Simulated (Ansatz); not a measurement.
Worked example: self-consistent single point of Al2Cu (I4mm, 3 atoms in the cell) in Ansatz (a quantum-chemistry and plane-wave program).

Method of the run: LDA (PW92), default PAW files made with PBE (plane waves; Ansatz).

```xyz
3
Lattice="-2.0202 2.0202 2.8368 2.0202 -2.0202 2.8368 2.0202 2.0202 -2.8368" Properties=species:S:1:pos:R:3 pbc="T T T"
Al     0.0000     2.0202     1.4184
Al     2.0202     0.0000     1.4184
Cu     0.0000     0.0000     2.8868
```

Reference input (self-consistent single point, DFT, LDA (PW92), plane waves, default PAW files made with PBE): basis.ecutwfc = 420 eV; kpoints.mp_grid.grid = 11 11 11; hamiltonian.xc = lda; hamiltonian.pseudopotentials = {kind: paw} (the program's default PAW files); scf.occupations.method = gaussian; scf.occupations.width = 0.1 eV. This run's input differs from it in these lines:

Ansatz 0.2 input:
```diff
@@ -13,3 +13,4 @@
   mp_grid:
-    grid: [11, 11, 11]
+    grid: [25, 25, 25]
+    shift: [0.5, 0.5, 0.5]
 hamiltonian:
```

Output, abridged:

```
SCF iter   1: F=—  HF=-7582.111349 eV  |F-HF|=—  |Δ(HF+E_count)|=         —  Δρ=8.14e-3  dr2=1.27e-2  ethr=1.77e-3  ⟨swp⟩=5.2  Hψ=102312  notcnv=0
all-band conjugate gradients solve this SCF's bands
preconditioner: auto → Kerker (q_TF=auto, 2.462 Å⁻¹)
SCF iter   2: F=—  HF=-7582.107845 eV  |F-HF|=—  |Δ(HF+E_count)|=   3.50e-3  Δρ=2.53e-3  dr2=3.42e-3  ethr=5.10e-5  ⟨swp⟩=2.1  Hψ=41093  notcnv=0  defer=42
   [... lines left out ...]
SCF iter   4: F=—  HF=-7582.107133 eV  |F-HF|=—  |Δ(HF+E_count)|=   2.64e-4  Δρ=1.89e-4  dr2=2.28e-5  ethr=4.38e-6  ⟨swp⟩=2.0  Hψ=28884  notcnv=0  defer=42
SCF iter   5: F=—  HF=-7582.107118 eV  |F-HF|=—  |Δ(HF+E_count)|=   1.43e-5  Δρ=5.62e-5  dr2=1.63e-6  ethr=9.12e-8  ⟨swp⟩=2.4  Hψ=29587  notcnv=0  defer=42
SCF iter   6: F=—  HF=-7582.107118 eV  |F-HF|=—  |Δ(HF+E_count)|=   4.47e-7  Δρ=8.80e-6  dr2=5.60e-8  ethr=4.00e-10  ⟨swp⟩=3.7  Hψ=77938  notcnv=0
SCF iter   7: F=-7582.107118 eV  HF=-7582.107118 eV  |F-HF|=6.67e-9  |Δ(HF+E_count)|=   1.43e-9  Δρ=7.55e-6  dr2=3.26e-8  ethr=2.24e-10  ⟨swp⟩=3.6  Hψ=55490  notcnv=0
SCF 1 converged in 7 iterations: F = -7582.107118 eV  dr2 = 3.26e-8
Free energy (F): -7582.107118 eV
Internal energy: -7582.102666 eV  (E = F + TS)
E sigma→0 (E₀):  -7582.104892 eV
Entropy (-TS):   -0.004451 eV (-1.484 meV/atom)
Fermi energy:    9.373812 eV
--- Forces (eV/Å), atoms counted from 1 ---
  atom   1  Al    -0.00000000    -0.00000000     0.18462081
  atom   2  Al     0.00000000    -0.00000000     0.18462081
  atom   3  Cu     0.00000000    -0.00000000    -0.36924978
--- Stress (GPa, compression-positive) ---
       -1.840302      -0.000000       0.000000
       -0.000000      -1.840302       0.000000
        0.000000       0.000000      -1.155580
  P = ⅓ Tr σ = -1.6121 GPa (-16.121 kbar)
  The stress holds the Pulay correction. Without it, at fixed plane waves, as pw.x and ABINIT print it: P = -1.6862 GPa
```

The run converged in 7 iterations. Against the reference run the free energy drops by 1.2 meV/atom, the pressure hardly changes (-1.60 to -1.61 GPa) and the largest force hardly changes (0.367 to 0.369 eV/Å).

The starting cell comes from a database of computed structures (which also holds hypothetical and non-ambient phases and stackings), without a prior relaxation at this level. Its lattice was rescaled by up to half a per cent. One atom was moved a little off its site on purpose. Spin polarisation is off. Ansatz's pressure includes its estimate of the finite-basis (Pulay) stress.

Cost on one core of a shared machine: roughly 2 min.
